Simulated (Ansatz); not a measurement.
## AlCo: pressure series

Take AlCo in the CsCl type structure (space group Pm-3m, No. 221; non-magnetic) as the base.

```xyz
2
Lattice="2.8228 0.0000 0.0000 0.0000 2.8228 0.0000 0.0000 0.0000 2.8228" Properties=species:S:1:pos:R:3 pbc="T T T"
Al     0.0000     0.0000     0.0000
Co     1.4114     1.4114     1.4114
```

Cell and atoms are relaxed at each pressure.

Calculations: PBEsol in Ansatz (plane waves to 420 eV, PAW, no spin-orbit coupling).

```csv
P (GPa),V (Å³/atom)
-1.99,11.364
-0.99,11.304
1.80,11.144
4.20,11.014
9.00,10.778
18.00,10.394
30.00,9.972
45.00,9.543
60.00,9.188
```

A third-order Birch–Murnaghan fit to these points gives V₀ = 11.25 Å³/atom, B₀ = 194 GPa and B₀′ = 4.2. At pressure 60 GPa the volume is 81.7 % of V₀.

Measured bulk modulus of AlCo: 162 GPa (room temperature; as listed in Yamada, Ryo, Mohri, Tetsuo, arXiv (2019)); the computed value is for a static lattice, so the two differ by thermal effects too.

Load acts through the strain it causes; cell and atoms are relaxed under it. Stability against distortions was not tested. No other phases were tried under pressure. Seeded moments were not kept for the base. All final runs are without spin polarisation.

Ansatz is an electronic-structure program.
